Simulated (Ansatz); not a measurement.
An Ansatz (a first-principles code) input (Ansatz r2SCAN, spin-orbit coupling left out):

Ansatz 0.2 input:
```yaml
crystal:
  lattice:
    - [2.9809083089, 0, 0]
    - [-1.4904541544, 2.530923845, 0]
    - [0, 0, 2.8461919754]
  atoms:
    - { symbol: W, position: [0.000587701, 0.001175402, 0] }
    - { symbol: C, position: [0.6660789657, 0.3321579313, 0.5] }
basis: { ecutwfc: 500, ecutrho_ratio: 4, xc_grid: 4, fft_grid_basis: typed }
kpoints: { mp_grid: { grid: [23, 23, 20] } }
hamiltonian:
  xc: r2scan
  dispersion: none
  pseudopotentials: { kind: paw }
scf: { occupations: { method: fermi_dirac, width: 0.1 }, convergence: { dr2_threshold: 0.0000000002 } }
output: { forces: true, stress: true }
checkpoint: { write: state.ck, write_every: 1000 }
```

**Question.** Which symmetry and how many k-points will the program report, and about how many plane waves at Γ?

**Answer.** Space group Amm2 (ITA 38) with 4 operations, k-points 1584 of 10580, and 547 plane waves at Γ.

**Question.** And the final pressure?

**Answer.** -11.06 GPa (compression positive).

Single points use the geometry relaxed with PBE. The cells carry an imposed strain or load. Whether these cells are dynamically stable was not tested. All final runs are without spin polarisation. The cell was made from WC (space group P-6m2, No. 187) by this change: uniaxial strain ε_xx = +2.00 %.
